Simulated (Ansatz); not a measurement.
# Response to strain in TiAl

Take TiAl (space group P4/mmm, No. 123; a = 2.7963 Å, c = 4.0381 Å; relaxed with 0.1 eV smearing) as the base. Axes: x, y, z lie along a, b, c of the conventional cell.

Strains are applied to the cell and any free atomic positions relax.

Calculations: Kohn–Sham DFT with the PBEsol functional, run in Ansatz (an electronic-structure program) with PAW and 420 eV plane waves, without spin-orbit coupling.

Notes on the quantities. energy relative to the base: free energy F; pressure: mean of the normal stresses, compression positive.

| variant | energy relative to the base | shortest interatomic distance | pressure |
|---|---|---|---|
| base | 0 meV/atom | 2.796 Å | 0.0 GPa |
| tensor shear ε_xz = +0.57 % | … | 2.796 Å | 0.0 GPa |
| tensor shear ε_xz = +1.43 % | +4.8 meV/atom | 2.796 Å | 0.1 GPa |
| tensor shear ε_xz = +1.71 % | +6.9 meV/atom | 2.792 Å | 0.2 GPa |
| tensor shear ε_xz = +2.00 % | … | 2.786 Å | 0.2 GPa |
| tensor shear ε_xz = +1.14 % | +3.1 meV/atom | 2.796 Å | 0.1 GPa |
| tensor shear ε_xz = +0.86 % | +1.7 meV/atom | 2.796 Å | 0.0 GPa |
| tensor shear ε_xz = +0.29 % | +0.2 meV/atom | 2.796 Å | 0.0 GPa |

Some entries are withheld; estimate them.


- tensor shear ε_xz = +0.57 %, energy relative to the base: +0.8 meV/atom
- tensor shear ε_xz = +2.00 %, energy relative to the base: +9.4 meV/atom

No phonon test of stability was made. All final runs are without spin polarisation.
